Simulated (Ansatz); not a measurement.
**How the band gap of Se (P2₁/c, No. 14, 32 atoms in the cell; start COD 9008582) moves with the method**

No measured value is used here.

```csv
level (code),value (eV)
LDA (Ansatz),1.04
PBEsol (Ansatz),1.09
r²SCAN (Ansatz),1.41
HSE06 (Ansatz),1.94 (direct)
```

Computed values are for a static lattice. Spin–orbit coupling is included only where a level's name says +SOC; with heavier elements it mostly lowers gaps and can invert bands.  Values are at a fixed cell, not relaxed at this level and not confirmed as the measured one. Cutoffs and k meshes differ between the levels. Ansatz's density-functional and Hartree–Fock values are scalar-relativistic unless marked +SOC, with PAW data made under PBE.

Ansatz is an electronic-structure program.
